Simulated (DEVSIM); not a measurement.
# Si p-i-n diode

Structure: Si p-i-n diode, at 300 K.

| layer (left to right) | material | thickness (μm) | Nd (cm⁻³) | Na (cm⁻³) | τn (s) | τp (s) |
|---|---|---|---|---|---|---|
| 1 | Si | 1.30 | - | 8.6e18 | 9.3e-7 | 9.3e-7 |
| 2 | Si | 2.90 | 1.5e13 | - | 9.3e-7 | 9.3e-7 |
| 3 | Si | 3.20 | 5.4e18 | - | 9.3e-7 | 9.3e-7 |

Left contact: ohmic. Right contact: ohmic. Voltage is applied to the left contact. Recombination: SRH at mid-gap, radiative. Mobility is μmin + (μ − μmin)/(1 + (N/Nref)^α).

Constants are typed, rounded textbook-type inputs, not results; the design itself was drawn at random and stands for no fabricated device. Values at 300 K.

```
parameter           Si
-------------  -------
gap (eV)         1.124
affinity (eV)     4.05
permittivity      11.7
Nc (cm⁻³)      2.86e19
Nv (cm⁻³)       3.1e19
μn (cm²/Vs)       1417
μp (cm²/Vs)        470
μn,min              52
μp,min              45
Nref,n          9.7e16
Nref,p          2.2e17
αn                0.68
αp                0.72
B (cm³/s)      4.7e-15
```

Simulated with DEVSIM: 1D drift-diffusion, Boltzmann statistics, complete ionisation; no tunnelling, impact ionisation, image-force lowering or self-heating.

Potential step across the device at zero bias: 1.048 V
Dark forward voltage at 1 A/cm²: 0.757 V
Dark forward voltage at 100 A/cm²: 0.899 V

Dark forward current:

| V (V) | J (A/cm²) |
|---|---|
| 0.05 | 6.9e-8 |
| 0.10 | 2.6e-7 |
| 0.15 | 8.4e-7 |
| 0.20 | 2.6e-6 |
| 0.25 | 8.4e-6 |
| 0.30 | 2.8e-5 |
| 0.35 | 9.5e-5 |
| 0.40 | 0.00033 |
| 0.45 | 0.0011 |
| 0.50 | 0.0035 |
| 0.55 | 0.010 |
| 0.60 | 0.028 |
| 0.65 | 0.080 |
| 0.70 | 0.24 |
| 0.75 | 0.82 |
| 0.80 | 3.4 |
| 0.85 | 17 |
| 0.90 | 100 |
| 0.95 | 640 |
| 1.00 | 3300 |

Dark reverse current:

| V (V) | J (A/cm²) |
|---|---|
| -0.10 | -4.8e-8 |
| -0.25 | -8.3e-8 |
| -0.50 | -1.2e-7 |
| -0.75 | -1.4e-7 |
| -1.00 | -1.6e-7 |
| -1.50 | -1.8e-7 |
| -2.00 | -2.0e-7 |
| -2.50 | -2.1e-7 |
| -3.25 | -2.2e-7 |
| -4.00 | -2.2e-7 |
| -5.00 | -2.3e-7 |
